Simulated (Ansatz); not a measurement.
We consider BN (Cm, No. 8, 8 atoms in the cell; start mp-1599; a measured phase of this formula has another space group), described by r²SCAN0 in Ansatz (plane waves, PAW).

Settings: plane-wave cutoff 520 eV, 8×8×6 k mesh (along the axes of the cell as run), Fermi–Dirac smearing 0.01 eV, scalar-relativistic PAW data made under PBE.

Cell (relaxed with PBEsol):

Space group Cm (No. 8); a = 13.040 Å, b = 2.503 Å, c = 4.371 Å, α = γ = 90.00°, β = 90.98°

```
atom  site  symmetry       x       y       z
----  ----  --------  ------  ------  ------
B       2a         m  0.0001  0.0000  0.9992
B       2a         m  0.2000  0.0000  0.4281
B       2a         m  0.3659  0.5000  0.3797
B       2a         m  0.0316  0.5000  0.4987
N       2a         m  0.4808  0.5000  0.3430
N       2a         m  0.0062  0.5000  0.8429
N       2a         m  0.1468  0.5000  0.4449
N       2a         m  0.3123  0.0000  0.3922
```
(The calculation used a cell of 8 atoms; values per cell refer to that cell.)

Task: Estimate the band gap and direct gap at Γ that the calculation returns.

Result: 
- band gap: 3.73 eV
- direct gap at Γ: 7.41 eV

Note: cell and atoms aren't relaxed at this level (pressure -4.1 GPa).

Computing time: roughly 25 core-minutes.

A start named mp-… is a Materials Project structure, which need not be a measured phase.

Ansatz is an electronic-structure program.
